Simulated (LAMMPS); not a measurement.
MD of Al (fcc) at zero pressure, 4000 atoms, as a liquid; each row is its own run.

All values are model results, not measurements: classical MD, pair style eam/fs, file Al_mm.eam.fs, run in LAMMPS.

```csv
T (K),D(Al) (cm²/s)
650,1.68e-5
840,4.05e-5
930,5.48e-5
1030,7.03e-5
1170,9.41e-5
1210,0.000110
1310,0.000128
1490,0.000162
```

Problem. Fit an Arrhenius law, ln y = a + b / x, to these rows (x is the first column, y the second) and predict the run at x = 750.

Solution. Least squares gives a = -6.9866 and b = -2619. The slope times kB gives an activation energy of 0.23 eV. At x = 750 the fit predicts 2.81e-5 cm²/s. The run itself gave (2.81 ± 0.07) × 10^-5 cm²/s, so the fit is on it to these digits, within the run's error.

Caution (rows 650; 750; 840): this liquid lies under the melting point of about 930 K that EAM-type Al_mm.eam.fs gives, so it is undercooled.

Errors of D are the spread over four groups of atoms in one short run; a floor of about 5 %, a picked value, is safer.
